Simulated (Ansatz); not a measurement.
Electronic density of states of amorphous In9Ga9Zn9O35H, density 5.93 g/cm³, on a 2×2×2 Γ-centred mesh with a Gaussian width of 0.1 eV; energies count from the Fermi level. Cell and mesh are small, so fine structure isn't converged. Level of theory: PBE, scalar-relativistic without spin-orbit coupling (plane waves to 420 eV, PAW; Ansatz, a program for electronic structure). Sampling: a 2×2×2 Γ-centred mesh; Fermi-Dirac width 0.02 eV; collinear spin, started from a total moment of 1 μB (the moments died out). The usual formal charges leave 3 electrons over, so the level spacing at the Fermi energy parts defect or band states and needn't be the band gap. The spare electrons fill defect levels or the bottom of the conduction band, and the levels at the Fermi energy are partly filled.

Preparation: random packing, a CHGNet melt and quench, and a DFT relaxation. O atoms were pushed apart under 1.9 Å during the dynamics, to hinder bonds among them. The hot cell started wider than the set density and was brought back towards it in steps. It is the lowest in DFT energy of 2 quenches. It is a model cell: composition and starting density were chosen by hand, and all elements were melted together. No dispersion term was used. Its density started from a set value of 5.93 and ended at 5.93 g/cm³. The simulated quench (nominally 350 K/ps over its main leg) is rapid and tends to freeze in more defects than a deposited or slowly cooled glass has. One small periodic cell is one sample of the glass; other quenches scatter about these values. The volume was held where the preparation left it, at a PBE pressure of 4.6 GPa. Stress components on the final sampling reach 5.7 GPa. On a 2×2×2 Γ-centred mesh force components of up to 0.35 eV/Å stay, since the relaxation ran on the zone centre alone. Cycles of charging lowered its energy after that relaxation.

(E - EF (eV), states/(eV atom)): (-12.00, 0.00); (-11.90, 0.00); (-11.80, 0.00); (-11.70, 0.00); (-11.60, 0.00); (-11.50, 0.00); (-11.40, 0.00); (-11.30, 0.00); (-11.20, 0.00); (-11.10, 0.00); (-11.00, 0.00); (-10.90, 0.00); (-10.80, 0.00); (-10.70, 0.00); (-10.60, 0.00); (-10.50, 0.00); (-10.40, 0.00); (-10.30, 0.00); (-10.20, 0.00); (-10.10, 0.00); (-10.00, 0.00); (-9.90, 0.00); (-9.80, 0.00); (-9.70, 0.00); (-9.60, 0.00); (-9.50, 0.00); (-9.40, 0.00); (-9.30, 0.06); (-9.20, 0.19); (-9.10, 0.22); (-9.00, 0.13); (-8.90, 0.07); (-8.80, 0.14); (-8.70, 0.23); (-8.60, 0.29); (-8.50, 0.34); (-8.40, 0.43); (-8.30, 0.47); (-8.20, 0.48); (-8.10, 0.46); (-8.00, 0.45); (-7.90, 0.52); (-7.80, 0.61); (-7.70, 0.77); (-7.60, 0.92); (-7.50, 0.96); (-7.40, 1.03); (-7.30, 1.19); (-7.20, 1.24); (-7.10, 1.19); (-7.00, 1.21); (-6.90, 1.27); (-6.80, 1.26); (-6.70, 1.19); (-6.60, 1.04); (-6.50, 0.86); (-6.40, 0.76); (-6.30, 0.70); (-6.20, 0.66); (-6.10, 0.65); (-6.00, 0.66); (-5.90, 0.63); (-5.80, 0.67); (-5.70, 0.66); (-5.60, 0.64); (-5.50, 0.66); (-5.40, 0.61); (-5.30, 0.56); (-5.20, 0.65); (-5.10, 0.64); (-5.00, 0.65); (-4.90, 0.73); (-4.80, 0.70); (-4.70, 0.71); (-4.60, 0.69); (-4.50, 0.66); (-4.40, 0.74); (-4.30, 0.77); (-4.20, 0.76); (-4.10, 0.76); (-4.00, 0.79); (-3.90, 0.82); (-3.80, 0.86); (-3.70, 0.89); (-3.60, 0.90); (-3.50, 0.86); (-3.40, 0.88); (-3.30, 0.93); (-3.20, 0.91); (-3.10, 0.86); (-3.00, 0.70); (-2.90, 0.53); (-2.80, 0.47); (-2.70, 0.48); (-2.60, 0.49); (-2.50, 0.41); (-2.40, 0.23); (-2.30, 0.06); (-2.20, 0.00); (-2.10, 0.00); (-2.00, 0.01); (-1.90, 0.02); (-1.80, 0.01); (-1.70, 0.00); (-1.60, 0.00); (-1.50, 0.00); (-1.40, 0.00); (-1.30, 0.00); (-1.20, 0.00); (-1.10, 0.00); (-1.00, 0.01); (-0.90, 0.05); (-0.80, 0.05); (-0.70, 0.03); (-0.60, 0.07); (-0.50, 0.09); (-0.40, 0.06); (-0.30, 0.03); (-0.20, 0.01); (-0.10, 0.02); (0.00, 0.06); (0.10, 0.05); (0.20, 0.03); (0.30, 0.06); (0.40, 0.09); (0.50, 0.07); (0.60, 0.09); (0.70, 0.11); (0.80, 0.05); (0.90, 0.02); (1.00, 0.03); (1.10, 0.06); (1.20, 0.12); (1.30, 0.14); (1.40, 0.13); (1.50, 0.16); (1.60, 0.18); (1.70, 0.19); (1.80, 0.20); (1.90, 0.16); (2.00, 0.16); (2.10, 0.17); (2.20, 0.20); (2.30, 0.26); (2.40, 0.24); (2.50, 0.26); (2.60, 0.25); (2.70, 0.18); (2.80, 0.20); (2.90, 0.25); (3.00, 0.24); (3.10, 0.21); (3.20, 0.27); (3.30, 0.33); (3.40, 0.29); (3.50, 0.29); (3.60, 0.37); (3.70, 0.34); (3.80, 0.29); (3.90, 0.31); (4.00, 0.34); (4.10, 0.33); (4.20, 0.31); (4.30, 0.31); (4.40, 0.32); (4.50, 0.33); (4.60, 0.32); (4.70, 0.33); (4.80, 0.35); (4.90, 0.33); (5.00, 0.30); (5.10, 0.30); (5.20, 0.29); (5.30, 0.33); (5.40, 0.37); (5.50, 0.38); (5.60, 0.37); (5.70, 0.36); (5.80, 0.32); (5.90, 0.28)
